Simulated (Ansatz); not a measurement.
Base system: TaS₂ in the CdI2 type structure (space group P-3m1, No. 164; a = 3.3288 Å, c = 5.7855 Å; layered, stacked along the Cartesian z axis).

Method: PBE-D3(BJ), PAW, 420 eV (Ansatz, an electronic-structure program; spin-orbit coupling left out).

Before the change:

The pressure is 0.0 GPa.

Perturbation: the cell is scaled by 0.9549 in all directions; the atoms relax in the strained cell.

Problem. How does this affect the pressure and energy relative to the base?

Solution. The pressure (mean of the normal stresses, compression positive) goes from zero to 11.6 GPa; the energy grows by 75 meV/atom.

Stability against distortions was not tested. All final runs are without spin polarisation. An odd electron count without spin: TaS2.
